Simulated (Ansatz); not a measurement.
Take Cu in the fcc (Cu type) structure (space group Fm-3m, No. 225; a = 3.630 Å; relaxed with 0.1 eV smearing) as the base.

(Cell as relaxed with PBE.)

Levels (all Ansatz, a program for electronic structure, PAW): PBE (420 eV, no spin-orbit coupling); r2SCAN (500 eV, spin-orbit coupling left out).

Each level relaxes its own structure.

```tsv
base	PBE	r2SCAN
volume per atom	11.96 Å³	11.44 Å³
lattice parameter a	363.0 pm	357.7 pm
band gap	zero	zero
```

One thing is altered: an isotropic linear strain of +2.57 %, atoms relaxed at fixed cell.

| quantity | PBE | r2SCAN |
|---|---|---|
| pressure | -8.8 GPa | (withheld) |
| energy relative to the base (free energy F) | +28 meV/atom | (withheld) |

**Question.** Predict the r2SCAN column.

**Answer.** 
- pressure, r2SCAN: -10.2 GPa
- energy relative to the base (free energy F), r2SCAN: +31 meV/atom

PBE's pressure lies 1.4 GPa above r2SCAN's; PBE's energy relative to the base lies 3.0 meV/atom below r2SCAN's. Neither level is exact; r2SCAN is the comparison here, not a measurement.

No phonon test of stability was made. All final runs are without spin polarisation.
